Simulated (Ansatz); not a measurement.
An Ansatz (a first-principles code) run: La with a change (La → Hf); Ansatz r2SCAN, no spin-orbit coupling.

Input:

Ansatz 0.2 input:
```yaml
crystal:
  lattice:
    - [3.1926595229, 0, 0]
    - [-1.5963297615, 2.7649242525, 0]
    - [0, 0, 10.1983321566]
  atoms:
    - { symbol: Hf, position: [0, 0, 0] }
    - { symbol: Hf, position: [0, 0, 0.5] }
    - { symbol: Hf, position: [0.3333333333, 0.6666666667, 0.25] }
    - { symbol: Hf, position: [0.6666666667, 0.3333333333, 0.75] }
basis: { ecutwfc: 500, ecutrho_ratio: 4, xc_grid: 4, fft_grid_basis: typed }
kpoints: { mp_grid: { grid: [17, 17, 5] } }
hamiltonian:
  xc: r2scan
  dispersion: none
  pseudopotentials: { kind: paw }
scf: { occupations: { method: fermi_dirac, width: 0.05 }, convergence: { dr2_threshold: 0.0000000004 } }
output: { forces: true, stress: true }
checkpoint: { write: state.ck, write_every: 1000 }
```

Output (explanatory and most iteration lines left out):

```
Pseudopotential: Hf, paw, valence charge 26
Crystal: 4 atoms, lattice volume = 90.025 Å³
Basis set: ecut = 500 eV, 2263 PW (Γ), exchange–correlation on 96×96×300 points (64 copies of the dense FFT grid, shifted against one another)
Bands: 63, of which v1, the nominal top of the filled ones, is band 52 counted from 1 (51 counted from 0)
Symmetry: 24 space group operations
Space group: P63/mmc (ITA 194), of the structure as read, at distance tolerance 4.5e-5 Å
k-points: 99 of 1445
Functional: x = r2scan, c = r2scan; τ floored in thin density (d = 2e-4 eV/Å³)
SCF iter   1: F=—  HF=-62932.018377 eV  |F-HF|=—  |Δ(HF+E_count)|=         —  Δρ=9.34e-3  dr2=5.54e-2  dr2_τ=7.12e-2  ethr=1.77e-3  ⟨swp⟩=3.8  Hψ=17715  notcnv=0  defer=3
SCF iter   2: F=—  HF=-62932.041389 eV  |F-HF|=—  |Δ(HF+E_count)|=   2.30e-2  Δρ=4.28e-3  dr2=1.36e-2  dr2_τ=3.51e-3  ethr=5.33e-5  ⟨swp⟩=2.0  Hψ=13236  notcnv=0  defer=228
SCF 1 converged in 11 iterations: F = -62932.044227 eV  dr2 = 5.22e-11
SCF converged after 11 iterations
Free energy (F): -62932.044227 eV
Internal energy: -62932.009431 eV  (E = F + TS)
E sigma→0 (E₀):  -62932.026829 eV
Entropy (-TS):   -0.034796 eV (-8.699 meV/atom)
Fermi energy:    19.594640 eV
--- Forces (eV/Å), atoms counted from 1 ---
  atom   1  Hf     0.00000000     0.00000000     0.00000000
  atom   2  Hf     0.00000000     0.00000000     0.00000000
  atom   3  Hf     0.00000000     0.00000000    -0.00000000
  atom   4  Hf    -0.00000000    -0.00000000     0.00000000
--- Stress (GPa, compression-positive) ---
        0.003534       0.000000       0.000000
        0.000000       0.003534       0.000000
        0.000000       0.000000       0.000771
  P = ⅓ Tr σ = 0.0026 GPa (0.026 kbar)
```

Whether these cells are dynamically stable was not tested. The final runs are not spin-polarised. The cell was made from La by this change: La → Hf.
